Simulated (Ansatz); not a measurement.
Start from Sb (space group R-3m, No. 166; relaxed with 0.1 eV smearing).

```
CELL_PARAMETERS angstrom
      2.13284     1.23140     3.56595
     -2.13284     1.23140     3.56595
      0.00000    -2.46279     3.56595
ATOMIC_POSITIONS crystal
  Sb 0.23960 0.23960 0.23960
  Sb 0.76040 0.76040 0.76040
```

Cartesian axes are those of the cell as printed.

All numbers come from Kohn–Sham DFT with the PBEsol-D3(BJ) functional, run in Ansatz (an electronic-structure program) with PAW and 420 eV plane waves, no SOC.

For the base:

The shortest interatomic distance is 2.916 Å.

Modification: tensor shear ε_xz = +2.05 % (engineering shear γ = 0.0410), atoms relaxed at fixed cell.

Task: How does this affect the stress?

Result: The stress (xx, yy, zz, yz, xz, xy; compression positive) amounts to (0.3, 0.1, 0.2, -0.1, -2.1, 1.2) GPa.

Task: Predict the new energy relative to the base.

Result: The energy grows by 7.7 meV/atom.

Task: Estimate the effect on the largest internal atomic displacement.

Result: The largest internal atomic displacement comes out as 0.046 Å.

Task: What does the calculation give for the shortest interatomic distance after the change?

Result: The shortest interatomic distance falls by 0.0102 Å (2.916 Å → 2.905 Å).

The cells carry an imposed strain or load. No phonon test of stability was made.
